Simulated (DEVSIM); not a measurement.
Structure: TaN/SiO2/p-Ge capacitor, at 300 K.

| layer (left to right) | material | thickness (nm) | Na (cm⁻³) |
|---|---|---|---|
| 1 | SiO2 | 5.50 | - |
| 2 | Ge | 1100 | 2.7e17 |

Metal gate on the left, work function 4.4 eV. Fixed charge at the semiconductor interface 0 cm⁻² (in units of +e); no interface traps.

This is a model device: material constants are rounded textbook-type values typed into the input, and sizes, dopings and lifetimes were drawn at random. Values at 300 K.

| parameter | SiO2 | Ge |
|---|---|---|
| gap (eV) | 9 | 0.664 |
| affinity (eV) | 0.9 | 4 |
| permittivity | 3.9 | 16 |
| Nc (cm⁻³) | - | 1.04e19 |
| Nv (cm⁻³) | - | 6e18 |

Model (solved in DEVSIM): 1D Poisson equation in equilibrium, Boltzmann statistics, complete ionisation; no quantum confinement or tunnelling. Metal contacts follow the ideal Schottky-Mott rule: no Fermi-level pinning, no interface dipoles.

Question: Tabulate band edges, carrier densities and field at 0.4 V on the gate.

Answer: Energies count from the Fermi level of the right contact; mesh points crowd at the junctions.

```tsv
x (μm)	Ec (eV)	Ev (eV)	n (cm⁻³)	p (cm⁻³)	field (V/cm)
0.000	3.100	-5.900	< 1e2	< 1e2	530000
0.0009664	3.151	-5.849	< 1e2	< 1e2	530000
0.002387	3.225	-5.774	< 1e2	< 1e2	530000
0.003886	3.304	-5.696	< 1e2	< 1e2	530000
0.005374	3.383	-5.617	< 1e2	< 1e2	530000
0.006335	0.300	-0.364	9.6e13	4.6e12	130000
0.008267	0.323	-0.341	3.8e13	1.1e13	120000
0.01381	0.385	-0.279	3.5e12	1.2e14	100000
0.02296	0.466	-0.198	1.5e11	2.9e15	75000
0.04098	0.555	-0.109	4.9e9	8.9e16	26000
0.07402	0.583	-0.081	1.7e9	2.6e17	1000
0.1780	0.584	-0.080	1.6e9	2.7e17	≈ 0
0.3460	0.584	-0.080	1.6e9	2.7e17	≈ 0
0.6413	0.584	-0.080	1.6e9	2.7e17	≈ 0
0.9135	0.584	-0.080	1.6e9	2.7e17	≈ 0
1.008	0.584	-0.080	1.6e9	2.7e17	≈ 0
1.057	0.584	-0.080	1.6e9	2.7e17	≈ 0
1.080	0.584	-0.080	1.6e9	2.7e17	≈ 0
1.096	0.584	-0.080	1.6e9	2.7e17	≈ 0
1.101	0.584	-0.080	1.6e9	2.7e17	≈ 0
1.104	0.584	-0.080	1.6e9	2.7e17	≈ 0
1.105	0.584	-0.080	1.6e9	2.7e17	≈ 0
```
